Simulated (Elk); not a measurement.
Band structure of Pr₃Ga (Pm-3m, 4 atoms in the cell).

```xyz
4
Lattice="4.8817 0.0000 0.0000 0.0000 4.8817 0.0000 0.0000 0.0000 4.8817" Properties=species:S:1:pos:R:3 pbc="T T T"
Pr     0.0000     2.4408     2.4408
Pr     2.4408     0.0000     2.4408
Pr     2.4408     2.4408     0.0000
Ga     0.0000     0.0000     0.0000
```
Moments meant for the start (each program seeds them in its own way; μB, in the order of the atoms Pr Pr Pr Ga): 2.0 2.0 2.0 0.0.

Method of the run: PBEsol, all-electron FP-LAPW, Elk's shipped species files, APW+lo basis with extra local orbitals (Elk 10.2.4).

Settings: xctype = 22; spinpol = true; rgkmax = 7.5; stype = 3; swidth = 0.00367493 Ha; ngridk = 7 7 7; reducebf = 0.8; gmaxvr = 16 1/bohr; nxlo = 2; lorbcnd = true; lmaxi = 3; nempty = 10 per atom; bfcmt = [[0.0, 0.0, -2.0], [0.0, 0.0, -2.0], [0.0, 0.0, -2.0], [0.0, 0.0, 0.0]].

The starting cell comes from a database of computed structures (which also holds hypothetical and non-ambient phases and stackings), without a prior relaxation at this level. Spin-orbit coupling is off. The magnetic order is the one reached from the typed start; others were not searched systematically. With U or open f shells several self-consistent states can exist. The f electrons are in the valence without U or exact exchange, which can misplace them near the Fermi level. Spin-orbit terms, which matter for f shells, are left out. Values depend on the basis (sphere radii, cutoffs, local orbitals), which need not be converged.

Levels in eV from the Fermi level, bands 26 to 33 of the first spin channel:
```tsv
point	26	27	28	29	30	31	32	33
Γ	-0.23	-0.23	-0.22	0.00	0.02	0.02	0.03	0.04
X	-0.06	-0.06	-0.05	-0.02	-0.02	0.01	0.02	0.08
M	-0.19	-0.18	-0.09	-0.01	0.08	0.09	0.09	0.10
R	-0.16	-0.16	-0.15	-0.04	-0.04	0.15	0.16	0.17
```

Bands cross the Fermi level along this path, so the cell is metallic at this level.

The net moment of the cell came out as 8.11 μB.
